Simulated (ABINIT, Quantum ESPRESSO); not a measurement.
A Quantum ESPRESSO input for a self-consistent single point of In2Au3 (P-3m1, 5 atoms in the cell) (DFT, PBEsol, plane waves, GBRV 1.5 ultrasoft (PBESOL) pseudopotentials):

```fortran
&control
  calculation = 'scf'
  prefix = 'pwscf'
  outdir = './tmp'
  pseudo_dir = './'
  tprnfor = .true.
  tstress = .true.
/
&system
  ibrav = 0
  nat = 5
  ntyp = 2
  ecutwfc = 40
  ecutrho = 320
  occupations = 'smearing'
  smearing = 'gauss'
  degauss = 0.0099958
/
&electrons
  conv_thr = 1.0d-10
  mixing_beta = 0.3
/
ATOMIC_SPECIES
In   114.8180  in_pbesol_v1.4.uspp.F.UPF
Au   196.9666  au_pbesol_v1.uspp.F.UPF
ATOMIC_POSITIONS crystal
In    0.6666666667    0.3333333333    0.3216700000
In    0.3333333333    0.6666666667    0.6783300000
Au    0.6666666667    0.3333333333    0.8065400000
Au    0.3333333333    0.6666666667    0.1934600000
Au    0.0000000000    0.0000000000    0.0000000000
K_POINTS automatic
7 7 5  0 0 0
CELL_PARAMETERS bohr
   8.6436222753     0.0000000000     0.0000000000
  -4.3218111377     7.4855964712     0.0000000000
   0.0000000000     0.0000000000    10.7501568147
```

### Question
Write the same calculation as an input for ABINIT.

### Answer
One input that does it (others would too):

```
# In2Au3, PseudoDojo nc-sr-04 PBEsol standard
pp_dirpath "./"
pseudos "In.upf, Au.upf"
acell 4.5740079278 4.5740079278 5.6887380000 Angstrom
rprim
         1.0000000000    0.0000000037    0.0000000000
        -0.5000000032    0.8660254020    0.0000000000
         0.0000000000    0.0000000000    1.0000000000
natom 5
ntypat 2
znucl 49 79
typat 1 1 2 2 2
xred
         0.6666666667    0.3333333333    0.3216700000
         0.3333333333    0.6666666667    0.6783300000
         0.6666666667    0.3333333333    0.8065400000
         0.3333333333    0.6666666667    0.1934600000
         0.0000000000    0.0000000000    0.0000000000
ecut 38
occopt 7
tsmear 0.136 eV
nband 53
kptopt 1
ngkpt 7 7 5
nshiftk 1
shiftk 0 0 0
nstep 80
tolvrs 1.0e-11
prtwf 0
prtden 0
enunit 2
```

Basis, cutoffs, solver keys and any potentials are the target program's own. This input uses DFT, PBEsol, plane waves, norm-conserving pseudopotentials (PseudoDojo nc-sr-04 PBEsol standard).

The starting cell comes from a database of computed structures (which also holds hypothetical and non-ambient phases and stackings), without a prior relaxation at this level. Its lattice was rescaled by a random factor within 2.5 % of one.
